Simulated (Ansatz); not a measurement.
Take MoSi₂ (space group I4/mmm, No. 139; a = 3.217 Å, c = 7.873 Å) as the base.

Computed with PBE/PAW in Ansatz (a program for electronic structure), no spin-orbit coupling.

Before the change:

| Item | Value |
|---|---|
| Lattice parameter a | 3.217 Å |
| Band gap | zero |

Perturbation: a hydrostatic pressure of 30 GPa.

Question: What does the calculation give for the lattice parameter a after the change?

Answer: The lattice parameter a falls by 0.129 Å to 3.088 Å.

Question: Predict the new band gap.

Answer: The band gap remains zero.

Load acts through the strain it causes; cell and atoms are relaxed under it. No phonon test of stability was made. Competing high-pressure phases were not computed. The final runs are not spin-polarised.
